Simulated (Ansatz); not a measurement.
Migration of interstitial O, charge 0, in different hosts. These are PBE, PAW (plane waves to 420 eV; Ansatz, a quantum-chemistry and plane-wave program) values and carry that method's errors.

Each figure is the lowest single hop between equivalent sites among the routes that converged and passed our checks, counted from the lowest site run. It need not be the barrier to long-range diffusion, and untried routes may lie lower. Climbing-image NEB, static nuclei, fixed cells, no finite-size correction; on the finer meshes named, energies are single points at the band's geometries. Saddle orders were checked for a part of the study's bands only and are not shown.

| Host | Route | Hop (Å) | Neighbours at the saddle | Barrier (eV) | Cell |
|---|---|---|---|---|---|
| diamond | O moves farthest | 1.10 | C at 1.28, 2 C at 1.43, 6 C at 2.19 Å | 3.09 | 64 sites, 3×3×3 shifted |
| alpha quartz | O moves farthest | 1.22 | 2 O at 1.95; Si at 1.62 Å | [?] | 72 sites, 2×2×2 shifted along c |
| fcc Al | O moves farthest | 2.02 | 2 Al at 1.83, 2 Al at 2.11 Å | 0.98 | 32 sites, 5×5×5 shifted |

Some entries are withheld; supply them.


- alpha quartz, Barrier (eV): 1.18
